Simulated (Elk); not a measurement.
Input and output of a self-consistent single point for Tl3Ga (Fm-3m, 4 atoms in the cell) (Elk).

Method of the run: Elk with LDA (PW92), all-electron FP-LAPW, Elk's shipped species files, APW+lo basis with extra local orbitals.

```yaml
crystal:
  lattice:
    - [0.00000, 3.87739, 3.87739]
    - [3.87739, 0.00000, 3.87739]
    - [3.87739, 3.87739, 0.00000]
  atoms:
    - { symbol: Tl, position: [0.25000, 0.25000, 0.25000] }
    - { symbol: Tl, position: [0.75000, 0.75000, 0.75000] }
    - { symbol: Tl, position: [0.50000, 0.50000, 0.50000] }
    - { symbol: Ga, position: [0.00000, 0.00000, 0.00000] }
```

Reference input (self-consistent single point, DFT, PBEsol, all-electron FP-LAPW, Elk's shipped species files, APW+lo basis with extra local orbitals): xctype = 22; rgkmax = 8; stype = 3; swidth = 0.00499791 Ha; ngridk = 5 5 5; tforce = true; gmaxvr = 18 1/bohr; lmaxapw = 10; lmaxo = 8; nxlo = 2; lorbcnd = true; lradstp = 2. This run's input differs from it in these lines:

```diff
@@ -4,3 +4,3 @@
 xctype
-  22
+  3
```

Output, abridged:

```
│ Self-consistent loop started │
│ Loop number : 1 │
 total energy                :     -62778.4768066
│ Loop number : 2 │
 total energy                :     -62778.8255328
RMS change in Kohn-Sham potential (target) :   0.5206435758E-01 (  0.1000000000E-05)
Absolute change in total energy (target)   :   0.3487261384     (  0.1000000000E-03)
│ Loop number : 3 │
 total energy                :     -62779.3300865
RMS change in Kohn-Sham potential (target) :   0.4850082484E-01 (  0.1000000000E-05)
Absolute change in total energy (target)   :   0.5917353224     (  0.1000000000E-03)
│ Loop number : 4 │
   [... lines left out ...]
Absolute change in total energy (target)   :   0.5325709499E-03 (  0.1000000000E-03)
│ Loop number : 14 │
 total energy                :     -62773.9817883
RMS change in Kohn-Sham potential (target) :   0.2701240112E-07 (  0.1000000000E-05)
Absolute change in total energy (target)   :   0.1220167906E-03 (  0.1000000000E-03)
│ Loop number : 15 │
 total energy                :     -62773.9817871
RMS change in Kohn-Sham potential (target) :   0.1154925994E-07 (  0.1000000000E-05)
Absolute change in total energy (target)   :   0.3162126086E-04 (  0.1000000000E-03)
Convergence targets achieved

│ Loop number : 16 │

Energies :
 Fermi                       :     0.166311198298
 total energy                :     -62773.9817878

Density of states at Fermi energy :    89.06273101
 (states/Hartree/unit cell)

Estimated indirect band gap :   0.3626877948E-02
 from k-point      6 to k-point      2
Estimated direct band gap   :   0.5348702969E-02
 at k-point      2

Charges :
 core                        :    204.0000000
 valence                     :    70.00000000
 interstitial                :    5.864534993
 muffin-tins (core leakage)
  species :    1 (Tl)
   atom    1                 :    79.56052609     (  0.3681074194E-04)
   atom    2                 :    79.56052609     (  0.3681074194E-04)
   atom    3                 :    79.57361938     (  0.3685488223E-04)
  species :    2 (Ga)
   [... lines left out ...]
   total force               :    -0.00000000    0.00000000    0.00000000
   total magnitude           :     0.00000000
 species :    2 (Ga)
  atom :    1
   Hellmann-Feynman          :    -0.00000000    0.00000000    0.00000000
   IBS                       :     0.00000000   -0.00000000   -0.00000000
   total force               :    -0.00000000    0.00000000    0.00000000
   total magnitude           :     0.00000000
```

The run converged in 16 iterations. The count includes the last loop, which Elk runs after its targets are met. 

The starting cell comes from a database of computed structures (which also holds hypothetical and non-ambient phases and stackings), without a prior relaxation at this level. Spin-orbit coupling is off. Values depend on the basis (sphere radii, cutoffs, local orbitals), which need not be converged. The log's line on a gap gives a spacing of levels on this mesh, which the program prints for metals too.
